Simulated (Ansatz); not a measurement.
## Rh: uniaxial strain ε_zz = +0.50 %

The parent structure is Rh in the fcc (Cu type) structure (space group Fm-3m, No. 225; a = 3.802 Å; relaxed with 0.1 eV smearing). Axes: x, y, z lie along the cube axes.

It is then changed as follows: uniaxial strain ε_zz = +0.50 %, all other strain components held at zero; the atoms relax in the strained cell.

Level of theory: DFT with r2SCAN, PAW potentials and a 500 eV plane-wave cutoff in Ansatz (a quantum-chemistry and plane-wave program), spin-orbit coupling left out. Γ-centred 30×30×30 mesh, Fermi–Dirac width 0.1 eV.

The shortest interatomic distance is still 268.8 pm and the energy grows by 0.5 meV/atom. The pressure (mean of the normal stresses, compression positive) goes from zero to -1.4 GPa and the band gap stays zero. The stress (xx, yy, zz, yz, xz, xy; compression positive) comes out as (-1.0, -1.0, -2.2, 0.0, 0.0, 0.0) GPa.

No phonon test of stability was made. The final runs are not spin-polarised.
